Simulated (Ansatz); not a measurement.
**RhGe₂ (model structure, started from the C54 type, Fddd, No. 70, 6 atoms in the cell): volume per atom by level of theory**

No measured value is used here.

| level (code) | value (Å³/atom) |
|---|---|
| PBE (Ansatz) | 15.90 |
| PBEsol (Ansatz) | 15.20 |
| PBE-D3(BJ) (Ansatz) | ? |

Problem. What belongs in the gaps?

Solution. 
- PBE-D3(BJ) (Ansatz, a quantum-chemistry and plane-wave program), value (Å³/atom): 15.30

Ansatz's density-functional and Hartree–Fock values are scalar-relativistic unless marked +SOC, with PAW data made under PBE.

A model structure was made by putting elements into a prototype or built by hand; it is no filed structure, need not be a known phase, and can be a saddle point held by its symmetry.
